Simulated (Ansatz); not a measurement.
# What biaxial strain +0.50 %, plane normal [001], relaxed out of plane does to Ag

The reference is Ag in the fcc (Cu type) structure (space group Fm-3m, No. 225; a = 4.054 Å; relaxed with 0.1 eV smearing). Axes: x, y, z lie along the cube axes.

The change: tensile biaxial strain of 0.50 % in the plane normal to [001], as in epitaxy on a mismatched substrate; the out-of-plane cell vector and the atoms relax.

The values are results of PBEsol (Ansatz, an electronic-structure program), no spin-orbit coupling, not measurements. Γ-centred 28×28×28 mesh, Fermi–Dirac width 0.1 eV.

* **Space group**: I4/mmm (No. 139) (base Fm-3m (No. 225))
* **Shortest interatomic distance**: 2.863 Å (base 2.866 Å)
* **Energy relative to the base (free energy F)**: +0.2 meV/atom
* **Pressure (mean of the normal stresses, compression positive)**: -0.3 GPa (base 0.0 GPa)
* **Band gap**: zero (base zero)
* **Out-of-plane strain**: -0.73 %
* **Mean in-plane stress (compression positive)**: -0.5 GPa

Final structure (turned so that z lies along the plane normal):

```yaml
crystal:
  lattice:
    - [2.88082, 0.00000, 0.00000]
    - [0.00000, 2.88082, 0.00000]
    - [1.44041, -1.44041, 2.01206]
  atoms:
    - { symbol: Ag, position: [0.00000, 0.00000, 0.00000] }
```

Whether these cells are dynamically stable was not tested.
